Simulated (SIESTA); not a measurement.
# Worked example: self-consistent single point of Hf2Ge (Fmm2, 6 atoms in the cell) in SIESTA

Level of theory: GGA PBEsol, numerical atomic orbitals DZP, PseudoDojo PBEsol standard norm-conserving potentials (rewritten from UPF to PSML) (SIESTA 5.4.2).

Input as run:

```
# files in the folder: Hf.psml Ge.psml (PseudoDojo PBEsol standard)
SystemName  Hf2Ge
SystemLabel Hf2Ge

NumberOfAtoms                6
NumberOfSpecies              2
%block ChemicalSpeciesLabel
  1 72 Hf
  2 32 Ge
%endblock ChemicalSpeciesLabel
LatticeConstant              5.337038 Ang
%block LatticeVectors
    -0.614648800    0.614648800    0.494382090
     0.614648800   -0.614648800    0.494382090
     0.614648800    0.614648800   -0.494382090
%endblock LatticeVectors
AtomicCoordinatesFormat      Fractional
%block AtomicCoordinatesAndAtomicSpecies
     0.344240000    0.155760000    0.500000000  1
     0.655760000    0.844240000    0.500000000  1
     0.161149000    0.661149000    0.822298000  1
     0.844240000    0.344240000    0.188480000  1
     0.250000000    0.250000000    0.000000000  2
     0.750000000    0.750000000    0.000000000  2
%endblock AtomicCoordinatesAndAtomicSpecies

XC.functional                GGA
XC.authors                   PBEsol
PAO.BasisSize                DZP
PAO.EnergyShift              0.01 Ry
MeshCutoff                   350 Ry
%block kgrid.MonkhorstPack
    4   0   0  0.0
    0   4   0  0.0
    0   0   4  0.0
%endblock kgrid.MonkhorstPack
OccupationFunction           FD
ElectronicTemperature        1160.45 K

MaxSCFIterations             150
SCF.Mixer.Method             Pulay
SCF.Mixer.Weight             0.1
SCF.Mixer.History            8
SCF.DM.Tolerance             1.0E-05
Diag.ParallelOverK           true
WriteForces                  true
```

Log, with long lists cut:

```
reinit: Reading from file input.fdf

reinit: System Name: Hf2Ge
reinit: System Label: Hf2Ge

coor:   Atomic-coordinates input format  =     Fractional

siesta: Atomic coordinates (Bohr) and species
siesta:      1.93113   4.26793   0.00000  1        1
siesta:      4.26793   1.93113   4.98611  1        2
siesta:      8.19701   1.99795   0.00000  1        3
siesta:     -1.93113   4.26793   4.98611  1        4
siesta:      0.00000   0.00000   2.49306  2        5
siesta:      0.00000   0.00000   7.47917  2        6

siesta: System type = bulk

initatomlists: Number of atoms, orbitals, and projectors:      6   112   164

siesta: ******************** Simulation parameters ****************************
redata: Spin configuration                          = none
redata: Time-Reversal Symmetry                      = T
redata: Number of Atomic Species                    =        2
redata: Mesh Cutoff                                 =   350.0000 Ry
redata: Net charge of the system                    =     0.0000 |e|
redata: Min. number of SCF Iter                     =        0
redata: Max. number of SCF Iter                     =      150
redata: SCF convergence failure will abort job
redata: SCF mix quantity                            = Hamiltonian
redata: Mix DM or H after convergence               =   F
redata: Recompute H after scf cycle                 =   F
redata: Mix DM in first SCF step                    =   T
redata: No kicks to SCF
redata: DM Mixing Weight for Kicks                  =     0.5000
redata: Require Harris convergence for SCF          =   F
redata: Harris energy tolerance for SCF             =     0.000100 eV
redata: Require DM convergence for SCF              =   T
redata: DM tolerance for SCF                        =     0.000010
redata: Require EDM convergence for SCF             =   F
redata: EDM tolerance for SCF                       =     0.001000 eV
redata: Require H convergence for SCF               =   T
redata: Hamiltonian tolerance for SCF               =     0.001000 eV
redata: Require (free) Energy convergence for SCF   =   F
redata: (free) Energy tolerance for SCF             =     0.000100 eV
redata: Using DFT-D3 dispersion                     =   F
redata: Using Saved Data (generic)                  =   F
redata: Method of Calculation                       = Diagonalization
redata: Electronic Temperature                      =  1160.4500 K
redata: Number of TDED substeps                     =        3
redata: Dynamics option                             = Single-point calculation
redata: Save all siesta data in one NC              =   F
redata: ***********************************************************************

%block SCF.Mixers
  Pulay
%endblock SCF.Mixers

%block SCF.Mixer.Pulay
  # Mixing method
  method pulay
  variant stable

  # Mixing options
  weight 0.1000
  weight.linear 0.1000
  history 8
%endblock SCF.Mixer.Pulay

DM_history_depth set to one: no extrapolation allowed by default for geometry relaxation
Size of DM history Fstack: 1
Total number of electrons:    76.000000
Total ionic charge:    76.000000

* ProcessorY, Blocksize:    1  64

* Orbital distribution balance (max,min):   112   112

k-point displ. along   1 input, could be:     0.00    0.50
k-point displ. along   2 input, could be:     0.00    0.50
k-point displ. along   3 input, could be:     0.00    0.50
 Kpoints in:           48 . Kpoints trimmed:           44

siesta: k-grid: Number of k-points = 44
siesta: k-points from Monkhorst-Pack grid
siesta: k-cutoff (effective) =    10.554 Ang
siesta: k-point supercell and displacements
siesta: k-grid:     4     0     0      0.000
siesta: k-grid:     0     4     0      0.000
siesta: k-grid:     0     0     4      0.000

diag: Algorithm                                     = D&C
diag: Parallel over k                               =   F
diag: Use parallel 2D distribution                  =   F
diag: Parallel block-size                           = 64
diag: Parallel distribution                         =     1 x     1
diag: Used triangular part                          = Lower
diag: Absolute tolerance                            =  0.100E-15
diag: Orthogonalization factor                      =  0.100E-05
diag: Memory factor                                 =  1.0000

superc: Internal auxiliary supercell:     5 x     5 x     5  =     125
superc: Number of atoms, orbitals, and projectors:    750  14000  20500

                        Single-point calculation

superc: Internal auxiliary supercell:     5 x     5 x     5  =     125
superc: Number of atoms, orbitals, and projectors:    750  14000  20500

outcell: Unit cell vectors (Ang):
       -3.280404    3.280404    2.638536
        3.280404   -3.280404    2.638536
        3.280404    3.280404   -2.638536

outcell: Cell vector modules (Ang)   :    5.337038    5.337038    5.337038
outcell: Cell angles (23,13,12) (deg):    104.1472    104.1472    120.7420
outcell: Cell volume (Ang**3)        :    113.5737
new_DM -- step:     1
Initializing Density Matrix...

Attempting to read DM from file... Failed...
DM filled with atomic data:

InitMesh: MESH = 54 x 54 x 64 = 186624
InitMesh: Mesh cutoff (required, used) =   350.000   374.460 Ry

stepf: Fermi-Dirac step function

        iscf     Eharris(eV)        E_KS(eV)     FreeEng(eV)     dDmax    Ef(eV) dHmax(eV)
   scf:    1   -10972.107211   -10988.440525   -10988.513404  1.324135 -3.613196  5.358800
   scf:    2   -10989.956886   -10989.223483   -10989.298564  0.038981 -3.705760  4.404034
   scf:    3   -10991.367419   -10990.567679   -10990.653268  0.123788 -4.022862  1.615627
   scf:    4   -10990.764264   -10990.719853   -10990.806528  0.050086 -4.070894  0.370462
   scf:    5   -10990.609417   -10990.704374   -10990.793794  0.041650 -4.162397  0.828144
   scf:    6   -10990.768188   -10990.745278   -10990.833158  0.014089 -4.123809  0.167163
   [... 2 lines left out ...]
   scf:    9   -10990.747135   -10990.746603   -10990.834106  0.002717 -4.115476  0.036828
   scf:   10   -10990.746700   -10990.746702   -10990.834282  0.001738 -4.118672  0.002707
   scf:   11   -10990.746682   -10990.746692   -10990.834283  0.000071 -4.118973  0.000893
   scf:   12   -10990.746691   -10990.746692   -10990.834283  0.000041 -4.119071  0.000077
   scf:   13   -10990.746692   -10990.746692   -10990.834283  0.000005 -4.119073  0.000059

SCF Convergence by DM+H criterion
max |DM_out - DM_in|         :     0.0000051898
max |H_out - H_in|      (eV) :     0.0000592563
SCF cycle converged after 13 iterations

Using DM_out to compute the final energy and forces

siesta: E_KS(eV) =           -10990.7467

siesta: E_KS - E_eggbox =    -10990.7467

siesta: Atomic forces (eV/Ang):
     1   -0.174910    0.267661   -0.000023
     2    0.267661   -0.174910   -0.000023
     3   -0.493556   -0.493556   -0.000072
     4    0.357364    0.357363   -0.001971
     5    0.020889    0.020946    0.000005
     6    0.020946    0.020889    0.000005
   Tot   -0.001607   -0.001607   -0.002078
   Max    0.493556
   Res    0.229594    sqrt( Sum f_i^2 / 3N )
   Max    0.493556    constrained

Stress tensor Voigt[x,y,z,yz,xz,xy] (kbar):       10.68       10.68       -5.12        0.02        0.02        4.92
(Free)E + p*V (eV/cell)   -10991.2178
Target enthalpy (eV/cell)   -10990.8343

siesta: Program's energy decomposition (eV):
siesta: Ebs     =     -2085.693348
siesta: Eions   =     12436.339904
siesta: Ena     =      1124.682022
siesta: Ekin    =      5223.902642
siesta: Enl     =     -2280.038686
siesta: Eso     =         0.000000
siesta: Edftu   =         0.000000
siesta: DEna    =        93.928260
siesta: DUscf   =         3.351050
siesta: DUext   =         0.000000
siesta: Ex      =     -2537.182783
siesta: Ec      =      -183.049293
siesta: Exc     =     -2720.232076
siesta: Eharris =    -10990.746692
siesta: Etot    =    -10990.746692
siesta: FreeEng =    -10990.834283

siesta: Atomic forces (eV/Ang):
siesta:      1   -0.174910    0.267661   -0.000023
siesta:      2    0.267661   -0.174910   -0.000023
siesta:      3   -0.493556   -0.493556   -0.000072
siesta:      4    0.357364    0.357363   -0.001971
siesta:      5    0.020889    0.020946    0.000005
siesta:      6    0.020946    0.020889    0.000005
siesta: ----------------------------------------
siesta:    Tot   -0.001607   -0.001607   -0.002078

siesta: Stress tensor (static) (eV/Ang**3):
siesta:     0.006664    0.003071    0.000012
siesta:     0.003071    0.006664    0.000012
siesta:     0.000012    0.000012   -0.003197

siesta: Cell volume =        113.573676 Ang**3

siesta: Pressure (static):
siesta:                Solid            Molecule  Units
siesta:          -0.00003678          0.00000693  Ry/Bohr**3
siesta:          -0.00337665          0.00063633  eV/Ang**3
siesta:          -5.40998562          1.01951297  kBar
```

The run converged in 13 iterations.

The starting cell comes from a database of computed structures (which also holds hypothetical and non-ambient phases and stackings), without a prior relaxation at this level. Its lattice was rescaled by up to half a per cent. One atom was moved a little off its site on purpose. Values carry the incompleteness of an atom-centred basis.

Cost on one core of a shared machine: roughly 70 s.
